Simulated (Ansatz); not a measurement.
Ansatz (a quantum-chemistry and plane-wave program) run on LuTlSe2 (R-3m, 4 atoms in the cell): relaxation of cell and atoms.

Method of the run: LDA (PW92), default PAW files made with PBE (plane waves; Ansatz).

The change in words: atoms on their sites; basis.ecutwfc: 420 eV → 295 eV; relax: default → cell and atoms. Reference geometry:
```xyz
4
Lattice="2.0457 1.1811 7.7615 -2.0457 1.1811 7.7615 0.0000 -2.3621 7.7615" Properties=species:S:1:pos:R:3 pbc="T T T"
Lu     0.0000     0.0000     0.0500
Tl     0.0000     0.0000    11.6423
Se     0.0000     0.0000    17.0708
Se     0.0000     0.0000     6.2138
```

Reference input (self-consistent single point, DFT, LDA (PW92), plane waves, default PAW files made with PBE): basis.ecutwfc = 420 eV; kpoints.mp_grid.grid = 5 5 5; hamiltonian.xc = lda; hamiltonian.pseudopotentials = {kind: paw} (the program's default PAW files); scf.occupations.method = fixed. This run's input differs from it in these lines:

Ansatz 0.2 input:
```diff
@@ -6,3 +6,3 @@
   atoms:
-    - { symbol: Lu, position_ang: [0.000000, 0.000000, 0.049992] }
+    - { symbol: Lu, position_ang: [0.000000, 0.000000, 0.000000] }
     - { symbol: Tl, position_ang: [0.000000, 0.000001, 11.642307] }
@@ -11,3 +11,3 @@
 basis:
-  ecutwfc: 420.0
+  ecutwfc: 295.0
 kpoints:
@@ -19,2 +19,4 @@
   occupations: { method: fixed }
+relax:
+  cell: {}
 output:
```

Output (repeated stretches shortened):

```
   [... SCF lines of the steps left out ...]
relax step   1: F+E_penalty+E_count = -36410.98323939 eV  Δ(F+E_penalty+E_count) = +0.000e0 eV  max|allowed force component| = 5.178e-2 eV/Å  Δτ_max = 0.0000 Å  P = -3.744 GPa  Ω = 112.514 Å³  (8 SCF iters, dr2 threshold 1.00e-7 eV, accepted)
relax step   2: F+E_penalty+E_count = -36411.21364807 eV  Δ(F+E_penalty+E_count) = -2.304e-1 eV  max|allowed force component| = 4.301e-1 eV/Å  Δτ_max = 0.0046 Å  P = +3.852 GPa  Ω = 101.975 Å³  energy of the carried Pulay correction = +2.249e-1 eV  [...]
   [... lines left out ...]
relax step  12: F+E_penalty+E_count = -36411.10145115 eV  Δ(F+E_penalty+E_count) = -3.493e-3 eV  max|allowed force component| = 3.214e-4 eV/Å  Δτ_max = 0.0006 Å  P = +0.001 GPa  Ω = 103.309 Å³  energy of the carried Pulay correction = +3.447e-3 eV  [...]
relax step  13: F+E_penalty+E_count = -36411.09803917 eV  Δ(F+E_penalty+E_count) = +3.412e-3 eV  max|allowed force component| = 8.213e-5 eV/Å  Δτ_max = 0.0000 Å  P = -0.020 GPa  Ω = 103.309 Å³  stress off target by 2.28e-2 GPa  SCF on the basis [...]
basis re-selected at this cell: Δ(F+E_penalty+E_count) = +3.412e-3 eV, ΔP = -0.021 GPa vs the last step
the relaxation is at rest under the 12 symmetry operations that the run kept from its start: a minimum is not shown …
Free energy (F): -36411.098039 eV
Internal energy: -36411.098039 eV  (E = F + TS)
E sigma→0 (E₀):  -36411.098039 eV
Fermi energy:    10.557129 eV
--- Forces (eV/Å), atoms counted from 1 ---
  atom   1  Lu    -0.00000000     0.00000000    -0.00000000
  atom   2  Tl    -0.00000000    -0.00000000    -0.00000000
   [... lines left out ...]
  cell:  # Å, volume = 103.3094 Å³
   [... lines left out ...]
  atoms:
    - { symbol: Lu, position: [-1.0394371943044447e-17, -1.0394371943044447e-17, -1.8489743764387768e-17] }
    - { symbol: Tl, position: [0.49999999999999994, 0.49999999999999994, 0.5] }
    - { symbol: Se, position: [0.7352882743927946, 0.7352882743927946, 0.7352882743927946] }
    - { symbol: Se, position: [0.26471172560720546, 0.26471172560720546, 0.2647117256072054] }
```

The run converged. 

Summary of the result:
- Free energy E − TS (on the zero of these files) = -36411.0980 eV
- Top of the valence band (on the code's own zero) = 10.56 eV
- Gap on the k-point mesh = 0.93 eV
- Pressure = -0.02 GPa
- Final cell = a = b = c = 7.859 Å, α = β = γ = 29.37°
- Final volume per atom = 25.83 Å³
- Relaxation steps = 13

The starting cell comes from a database of computed structures (which also holds hypothetical and non-ambient phases and stackings), without a prior relaxation at this level. Its lattice was rescaled by up to half a per cent. Spin-orbit coupling is off. The relaxation keeps the symmetry of its start, so its end need not be a minimum. Ansatz's pressure includes its estimate of the finite-basis (Pulay) stress. Without the estimate this run gives -3.63 GPa. The cutoff lies below the one recommended for these files.

Cost on one core of a shared machine: roughly 40 s.
